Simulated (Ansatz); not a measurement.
Consider GaSb in the zinc blende structure (space group F-43m, No. 216; a = 6.1115 Å).

One thing is altered: an isotropic linear strain of −1.61 %, atoms relaxed at fixed cell.

Levels (all Ansatz, a first-principles code, PAW): PBEsol (420 eV, without spin-orbit coupling); r2SCAN (500 eV, no spin-orbit coupling); HSE06 (420 eV, no spin-orbit coupling).

One geometry, relaxed with PBEsol, under each level:

Notes on the quantities. hole mass: degenerate bands, along [100].

```json
[
 {"level": "PBEsol", "band gap": "0.35 eV", "lowest conduction level above the VBM at special points": "Γ 0.35 eV; L 0.46 eV; X 0.79 eV; K 1.30 eV", "electron mass": "–", "hole mass": "–", "pressure": "2.81 GPa"},
 {"level": "r2SCAN", "band gap": "___", "lowest conduction level above the VBM at special points": "___", "electron mass": "___", "hole mass": "___", "pressure": "___"},
 {"level": "HSE06", "band gap": "1.16 eV", "lowest conduction level above the VBM at special points": "Γ 1.26 eV; L 1.16 eV; X 1.38 eV", "electron mass": "–", "hole mass": "–", "pressure": "–"}
]
```

**Question.** Give the withheld r2SCAN results.

**Answer.** 
- r2SCAN, band gap: 0.82 eV
- r2SCAN, lowest conduction level above the VBM at special points: Γ 0.87 eV; L 0.82 eV; X 1.07 eV; K 1.61 eV
- r2SCAN, electron mass: 1.7 mₑ along k, 0.091 mₑ across (at L)
- r2SCAN, hole mass: 0.043, 0.24, 0.24 mₑ (at Γ)
- r2SCAN, pressure: 3.62 GPa

Single points use the geometry relaxed with PBEsol. Their cutoffs differ, which shifts pressures a little. Spin-orbit coupling, missing from the scalar runs, can matter with Sb. Masses are band curvatures over ±0.01 Å⁻¹ around the edge. Along k means along the line from Γ to the band edge. Stability against distortions was not tested. The final runs are not spin-polarised.
